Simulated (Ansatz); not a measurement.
Si wells along [001] in random Si0.5Ge0.5, interfaces sharp: gap against width

The numbers are results of PBE, support functions at accuracy medium on the grid of 370 eV (norm-conserving potentials; Ansatz, a first-principles code), not measurements.

Cells of 3 × 3 cubic cells in the plane at the barrier's lattice parameter, one arrangement of the alloy a row, relaxed from a classical minimum; gaps at the supercell's zone centre. Model cells, support functions, zone centre alone; no spin polarisation, no spin-orbit coupling. All 7 runs at hand. Second arrangements and cells without a resolved gap are not counted.

```csv
cell,layers L,Kohn-Sham gap (eV),fit,residual
Si361Ge215,8,0.26,0.26,0.00
Si402Ge246,9,0.25,0.25,0.00
Si428Ge220,12,0.21,0.21,0.00
Si489Ge231,13,0.21,0.21,0.00
Si486Ge234,16,0.18,0.19,-0.01
Si571Ge221,20,0.18,0.17,0.01
```

Least squares on these 6 rows with a + b/L gives a = 0.1158, b = 1.170; the standard error (residuals over rows less coefficients) is 0.006 eV. It is the least of the forms tried; the others: a + b/L^1.5, 0.006 eV; a + b/L^2, 0.007 eV.

Question: One run of the series is withheld: Si622Ge242, layers L 21. What does the fit predict for it, and what does the run give?

Answer: The fit gives 0.17 eV; the run gives 0.17 eV. They agree to the digits shown. The row lies beyond the fitted range.
